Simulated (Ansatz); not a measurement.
## LuN in the CsCl type structure (space group Pm-3m, No. 221; a hypothetical phase, not in the database extracts checked)

```yaml
crystal:
  lattice:
    - [2.93545, 0.00000, 0.00000]
    - [0.00000, 2.93545, 0.00000]
    - [0.00000, 0.00000, 2.93545]
  atoms:
    - { symbol: Lu, position: [0.00000, 0.00000, 0.00000] }
    - { symbol: N, position: [0.50000, 0.50000, 0.50000] }
```

Method: PBE (Ansatz, an electronic-structure program, PAW, without spin-orbit coupling). Γ-centred 16×16×16 mesh, Fermi–Dirac width 0.05 eV.

```yaml
volume_per_atom: 12.65 Å³
density: 12.41 g/cm³
band_gap: zero
total_energy: -7558.933 eV/atom (σ→0; compares only within this code and set-up)
```

Stability against distortions was not tested. All final runs are without spin polarisation. A zero or small gap of LuN can be the functional's error rather than a property of the material.
